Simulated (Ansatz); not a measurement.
System: MoPt₂ (Immm, No. 71). Method: r²SCAN+rVV10 (Ansatz, an electronic-structure program, plane waves, PAW).

Settings: plane-wave cutoff 560 eV, 24×24×24 k mesh, Fermi–Dirac smearing 0.05 eV, no spin polarisation, scalar-relativistic PAW data made under PBE.

Cell (relaxed at this level):

```cif
data_Mo2Pt4
_chemical_formula_sum 'Mo2 Pt4'
_space_group_name_H-M_alt 'Immm'
_space_group_IT_number 71
_space_group_name_Hall '-I 2 2'
_cell_length_a 2.75131
_cell_length_b 3.94203
_cell_length_c 8.28047
_cell_angle_alpha 90.000
_cell_angle_beta 90.000
_cell_angle_gamma 90.000
loop_
_space_group_symop_operation_xyz
  'x, y, z'
  '-x, -y, -z'
  '-x, -y, z'
  'x, y, -z'
  'x, -y, -z'
  '-x, y, z'
  '-x, y, -z'
  'x, -y, z'
  'x+1/2, y+1/2, z+1/2'
  '-x+1/2, -y+1/2, -z+1/2'
  '-x+1/2, -y+1/2, z+1/2'
  'x+1/2, y+1/2, -z+1/2'
  'x+1/2, -y+1/2, -z+1/2'
  '-x+1/2, y+1/2, z+1/2'
  '-x+1/2, y+1/2, -z+1/2'
  'x+1/2, -y+1/2, z+1/2'
loop_
_atom_site_label
_atom_site_type_symbol
_atom_site_symmetry_multiplicity
_atom_site_Wyckoff_symbol
_atom_site_fract_x
_atom_site_fract_y
_atom_site_fract_z
_atom_site_occupancy
Mo1 Mo 2 a 0.00000 0.00000 0.00000 1
Pt1 Pt 4 i 0.00000 0.00000 0.33656 1
```
(The calculation used a cell of 3 atoms; values per cell refer to that cell.)

Question: Give the computed bulk modulus and pressure derivative B′ of the bulk modulus.

Answer: 
- bulk modulus: 304 GPa
- pressure derivative B′ of the bulk modulus: 5.0

The run finds no gap.

Note: the relaxation could not lower the start's symmetry, so the cell can be a saddle point above a distorted one; the bulk modulus comes from volumes at which shape and atoms were relaxed.

Spin–orbit coupling is not included.

Static lattice: no zero-point or thermal effects.
